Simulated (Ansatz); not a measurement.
TiC: pressure series

Consider TiC in the rock salt structure (space group Fm-3m, No. 225; a = 4.329 Å).

Cell and atoms are relaxed at each pressure.

Level of theory: r2SCAN/PAW in Ansatz (a quantum-chemistry and plane-wave program), without spin-orbit coupling, earlier PAW set.

Notes on the quantities. enthalpy: H = E + PV relative to the base's energy.

| change | density | enthalpy |
|---|---|---|
| base | 4.90 g/cm³ | – |
| pressure −2 GPa | 4.87 g/cm³ | -0.13 eV/atom |
| pressure −1 GPa | 4.89 g/cm³ | -0.06 eV/atom |
| pressure 1.8 GPa | 4.94 g/cm³ | +0.11 eV/atom |
| pressure 4.2 GPa | 4.98 g/cm³ | +0.26 eV/atom |
| pressure 9 GPa | 5.06 g/cm³ | +0.56 eV/atom |
| pressure 18 GPa | 5.21 g/cm³ | +1.10 eV/atom |
| pressure 30 GPa | 5.39 g/cm³ | +1.81 eV/atom |
| pressure 45 GPa | 5.60 g/cm³ | +2.65 eV/atom |
| pressure 60 GPa | 5.79 g/cm³ | +3.47 eV/atom |

Load acts through the strain it causes; cell and atoms are relaxed under it. No phonon test of stability was made. No other phases were tried under pressure. The final runs are not spin-polarised.
